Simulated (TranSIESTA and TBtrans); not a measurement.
Device: Si chain bridged by a linear C4 unit along the axis. Leads: straight Si chain, spacing 2.25 Å. Geometry: 6 atoms about the centre moved by SIESTA (PBE, DZP) to a largest force of 0.01 eV/Å, all others as built, motion along the axis alone. Transport runs along z; the first 6 and the last 6 of the 24 atoms are the lead cells, repeated to infinity.

```xyz
24
Lattice="9.000 0.000 0.000 0.000 9.000 0.000 0.000 0.000 50.110" Properties=species:S:1:pos:R:3 pbc="F F T"
Si     4.500     4.500     0.000
Si     4.500     4.500     2.250
Si     4.500     4.500     4.500
Si     4.500     4.500     6.750
Si     4.500     4.500     9.000
Si     4.500     4.500    11.250
Si     4.500     4.500    13.500
Si     4.500     4.500    15.750
Si     4.500     4.500    18.000
Si     4.500     4.500    20.228
C      4.500     4.500    21.965
C      4.500     4.500    23.263
C      4.500     4.500    24.598
C      4.500     4.500    25.895
Si     4.500     4.500    27.632
Si     4.500     4.500    29.860
Si     4.500     4.500    32.110
Si     4.500     4.500    34.360
Si     4.500     4.500    36.610
Si     4.500     4.500    38.860
Si     4.500     4.500    41.110
Si     4.500     4.500    43.360
Si     4.500     4.500    45.610
Si     4.500     4.500    47.860
```

Run with TranSIESTA and TBtrans (open boundaries, self-consistent; PseudoDojo norm-conserving potentials, scalar-relativistic): PAO.BasisSize DZP, PAO.EnergyShift 0.15 eV, XC.Authors PBE, Mesh.Cutoff 200 Ry, ElectronicTemperature 300 K, TS.Voltage 0.0 eV, TBT.Elecs.Eta 0.001 eV, no spin polarisation.

Energies count from the leads' Fermi level. Transmissions are for one spin of a degenerate pair. The energy step is 0.01 eV; narrower resonances are cut or missed.

```tsv
E (eV)	T
-0.20	1.81
-0.15	1.83
-0.10	1.85
-0.05	1.87
0.00	1.88
0.05	1.89
0.10	1.90
0.15	1.91
0.20	1.91
```

Question: Give the zero-bias conductance in μS and the resistance at 300 K.

Answer: At the Fermi level T = 1.88. Averaged with −∂f/∂E over the full grid (kT = 25.9 meV) it is 1.88. With G0 = 2e²/h = 77.48 μS, G = 146 μS and R = 1/G = 6.85 kΩ.

Question: The eigenchannels at the Fermi level transmit 0.941, 0.941. What Fano factor of the shot noise follows at low temperature and bias?

Answer: F = Σ τ(1 − τ)/Σ τ = 0.111/1.88 = 0.06.

The straight chain is held at its spacing; free chains may zigzag or dimerise. No spin-polarised start was tried, so a magnetic state, if there is one, is missed.
